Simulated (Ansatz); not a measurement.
Consider CuAu (space group P4/mmm, No. 123; a = 2.8694 Å, c = 3.6452 Å; relaxed with 0.1 eV smearing). Axes: x, y, z lie along a, b, c of the conventional cell.

Level of theory: PBE (Ansatz, a program for electronic structure, PAW, scalar-relativistic without spin-orbit coupling).

Strains are applied to the cell and any free atomic positions relax.

One change was made to it. Results:

The pressure (mean of the normal stresses, compression positive) goes from zero to -3.2 GPa; the energy rises by 4.2 meV/atom; the shortest interatomic distance rises by 0.031 Å to 2.758 Å.

### Question
What was done to the base?
A) uniaxial strain ε_zz = +2.50 %
B) uniaxial strain ε_zz = +1.50 %
C) uniaxial strain ε_zz = −1.50 %

### Answer
A, uniaxial strain ε_zz = +2.50 %. For comparison, the energy relative to the base in the other runs: uniaxial strain ε_zz = +1.50 % gives +1.6 meV/atom; uniaxial strain ε_zz = −1.50 % gives +1.6 meV/atom.

Whether these cells are dynamically stable was not tested. The final runs are not spin-polarised.
